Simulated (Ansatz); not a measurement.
Take HfB₂ (space group P6/mmm, No. 191; a = 3.1278 Å, c = 3.4461 Å; relaxed with 0.1 eV smearing) as the base. Axes: x lies along a and z along c of the hexagonal cell.

Computed with PBEsol, PAW, 420 eV (Ansatz, a quantum-chemistry and plane-wave program; no SOC).

The change: tensor shear ε_xz = +1.43 % (engineering shear γ = 0.0286), atoms relaxed at fixed cell.

How does this affect the stress?

The stress (xx, yy, zz, yz, xz, xy; compression positive) amounts to (0.4, 0.1, 0.4, 0.0, -7.9, 0.0) GPa.

The cells carry an imposed strain or load. Whether these cells are dynamically stable was not tested. The final runs are not spin-polarised.
